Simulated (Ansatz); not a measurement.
Worked example: self-consistent single point of Nb2PC (P3m1, 8 atoms in the cell) in Ansatz (a program for electronic structure).

Method: PBEsol, default PAW files made with PBE (plane waves; Ansatz).

The change in words: lattice scaled by 0.98; kpoints.mp_grid.grid: 11 11 3 → 22 22 6; scf.occupations.width: 0.1 eV → 0.05 eV. Reference geometry:
```yaml
crystal:
  lattice:
    - [3.33028, 0.00000, 0.00000]
    - [-1.66514, 2.88411, 0.00000]
    - [0.00000, 0.00000, 11.62014]
  atoms:
    - { symbol: Nb, position: [0.33333, 0.66667, 0.40433] }
    - { symbol: Nb, position: [0.66667, 0.33333, 0.59997] }
    - { symbol: Nb, position: [0.66667, 0.33333, 0.90003] }
    - { symbol: Nb, position: [0.33333, 0.66667, 0.09997] }
    - { symbol: P, position: [0.66667, 0.33333, 0.25000] }
    - { symbol: P, position: [0.33333, 0.66667, 0.75000] }
    - { symbol: C, position: [0.00000, 0.00000, 0.50000] }
    - { symbol: C, position: [0.00000, 0.00000, 0.00000] }
```

Reference input (self-consistent single point, DFT, PBEsol, plane waves, default PAW files made with PBE): basis.ecutwfc = 420 eV; kpoints.mp_grid.grid = 11 11 3; hamiltonian.xc = pbesol; hamiltonian.pseudopotentials = {kind: paw} (the program's default PAW files); scf.occupations.method = gaussian; scf.occupations.width = 0.1 eV. This run's input differs from it in these lines:

Ansatz 0.2 input:
```diff
@@ -3,13 +3,13 @@
   lattice:
-    - [3.330281, 0.000000, 0.000000]
-    - [-1.665140, 2.884107, 0.000000]
-    - [0.000000, 0.000000, 11.620136]
+    - [3.263675, 0.000000, 0.000000]
+    - [-1.631837, 2.826425, 0.000000]
+    - [0.000000, 0.000000, 11.387733]
   atoms:
-    - { symbol: Nb, position_ang: [-0.000001, 1.922739, 4.698404] }
-    - { symbol: Nb, position_ang: [1.665142, 0.961368, 6.971733] }
-    - { symbol: Nb, position_ang: [1.665142, 0.961368, 10.458471] }
-    - { symbol: Nb, position_ang: [-0.000001, 1.922739, 1.161665] }
-    - { symbol: P, position_ang: [1.665142, 0.961368, 2.905034] }
-    - { symbol: P, position_ang: [-0.000001, 1.922739, 8.715102] }
-    - { symbol: C, position_ang: [0.000000, 0.000000, 5.810068] }
+    - { symbol: Nb, position_ang: [-0.000001, 1.884284, 4.604436] }
+    - { symbol: Nb, position_ang: [1.631839, 0.942141, 6.832298] }
+    - { symbol: Nb, position_ang: [1.631839, 0.942141, 10.249301] }
+    - { symbol: Nb, position_ang: [-0.000001, 1.884284, 1.138432] }
+    - { symbol: P, position_ang: [1.631839, 0.942141, 2.846933] }
+    - { symbol: P, position_ang: [-0.000001, 1.884284, 8.540800] }
+    - { symbol: C, position_ang: [0.000000, 0.000000, 5.693867] }
     - { symbol: C, position_ang: [0.000000, 0.000000, 0.000000] }
@@ -19,3 +19,3 @@
   mp_grid:
-    grid: [11, 11, 3]
+    grid: [22, 22, 6]
 hamiltonian:
@@ -27,3 +27,3 @@
     method: gaussian
-    width: 0.1
+    width: 0.05
 output:
```

The program printed (abridged):

```
SCF iter   1: F=—  HF=-19962.339747 eV  |F-HF|=—  |Δ(HF+E_count)|=         —  Δρ=7.02e-3  dr2=5.60e-2  ethr=1.77e-3  ⟨swp⟩=6.2  Hψ=51502  notcnv=0  defer=9
all-band conjugate gradients solve this SCF's bands
preconditioner: auto → Kerker (q_TF=auto, 2.550 Å⁻¹)
SCF iter   2: F=—  HF=-19962.327916 eV  |F-HF|=—  |Δ(HF+E_count)|=   1.18e-2  Δρ=2.95e-3  dr2=8.59e-3  ethr=8.01e-5  ⟨swp⟩=2.0  Hψ=18272  notcnv=0  defer=108
   [... lines left out ...]
SCF iter   4: F=—  HF=-19962.326308 eV  |F-HF|=—  |Δ(HF+E_count)|=   2.09e-4  Δρ=1.39e-4  dr2=4.17e-5  ethr=1.77e-6  ⟨swp⟩=2.0  Hψ=16424  notcnv=0  defer=108
SCF iter   5: F=—  HF=-19962.326303 eV  |F-HF|=—  |Δ(HF+E_count)|=   5.03e-6  Δρ=4.64e-5  dr2=4.66e-6  ethr=5.95e-8  ⟨swp⟩=2.2  Hψ=16461  notcnv=0  defer=108
SCF iter   6: F=—  HF=-19962.326302 eV  |F-HF|=—  |Δ(HF+E_count)|=   4.52e-7  Δρ=2.03e-5  dr2=1.11e-6  ethr=6.66e-9  ⟨swp⟩=2.0  Hψ=15654  notcnv=0  defer=108
SCF iter   7: F=-19962.326302 eV  HF=-19962.326302 eV  |F-HF|=5.57e-8  |Δ(HF+E_count)|=   1.27e-7  Δρ=4.44e-6  dr2=6.97e-8  ethr=1.43e-10  ⟨swp⟩=8.1  Hψ=50117  notcnv=0
SCF 1 converged in 7 iterations: F = -19962.326302 eV  dr2 = 6.97e-8
Free energy (F): -19962.326302 eV
Internal energy: -19962.323176 eV  (E = F + TS)
E sigma→0 (E₀):  -19962.324739 eV
Entropy (-TS):   -0.003126 eV (-0.391 meV/atom)
Fermi energy:    17.449896 eV
--- Forces (eV/Å), atoms counted from 1 ---
  atom   1  Nb     0.00000000    -0.00000000    -1.00901143
  atom   2  Nb    -0.00000000     0.00000000     0.42050542
  atom   3  Nb    -0.00000000     0.00000000    -0.00614616
  atom   4  Nb     0.00000000    -0.00000000     0.12228731
  atom   5  P     -0.00000000     0.00000000     0.27338310
  atom   6  P      0.00000000    -0.00000000    -0.02136771
  atom   7  C     -0.00000000    -0.00000000     0.23396598
  atom   8  C      0.00000000     0.00000000    -0.01361433
--- Stress (GPa, compression-positive) ---
        3.496700       0.000000      -0.000000
        0.000000       3.496700      -0.000000
       -0.000000      -0.000000       6.393084
  P = ⅓ Tr σ = 4.4622 GPa (44.622 kbar)
  The stress holds the Pulay correction. Without it, at fixed plane waves, as pw.x and ABINIT print it: P = 4.3497 GPa
```

The run converged in 7 iterations. Against the reference run the free energy goes down by 15.8 meV/atom, the pressure goes from -9.82 to 4.46 GPa and the largest force goes from 0.441 to 1.009 eV/Å.

The starting cell comes from a database of computed structures (which also holds hypothetical and non-ambient phases and stackings), without a prior relaxation at this level. Its lattice was rescaled by up to half a per cent. One atom was moved a little off its site on purpose. For this run, on top of that: lattice scaled by 0.98. Spin polarisation is off. With a pressure of about 4 GPa the cell is away from its equilibrium volume at this level. Forces in this geometry exceed 1 eV/Å. Ansatz's pressure includes its estimate of the finite-basis (Pulay) stress.

Cost on one core of a shared machine: roughly 90 s.
